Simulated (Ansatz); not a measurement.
## TiC under a change: isotropic strain −1.50 %

The parent structure is TiC in the rock salt structure (space group Fm-3m, No. 225; a = 4.333 Å; relaxed with 0.1 eV smearing).

Perturbation: an isotropic linear strain of −1.50 %; the atoms relax in the strained cell.

Method: PBE/PAW in Ansatz (a first-principles code), scalar-relativistic without spin-orbit coupling. k-mesh 23×23×23 (Γ-centred); smearing 0.1 eV (Fermi–Dirac).

```csv
quantity,base,changed,shift
volume per atom,10.17 Å³,9.72 Å³,-0.45 Å³
space group,Fm-3m (No. 225),Fm-3m (No. 225),–
shortest interatomic distance,216.7 pm,213.4 pm,-3.25 pm
energy relative to the base (free energy F),0 meV/atom,+17 meV/atom,+17 meV/atom
pressure,0.0 GPa,12.4 GPa,+12.4 GPa
band gap,zero,zero,–
```

Final structure:

```
TiC
1.0
    0.00000     2.13404     2.13404
    2.13404     0.00000     2.13404
    2.13404     2.13404     0.00000
Ti C
1 1
Direct
  0.00000   0.00000   0.00000
  0.50000   0.50000   0.50000
```

Cost of the whole job for the changed cell (relaxation, final SCF and bands): roughly 8 core-seconds.

Whether these cells are dynamically stable was not tested. The final runs are not spin-polarised.
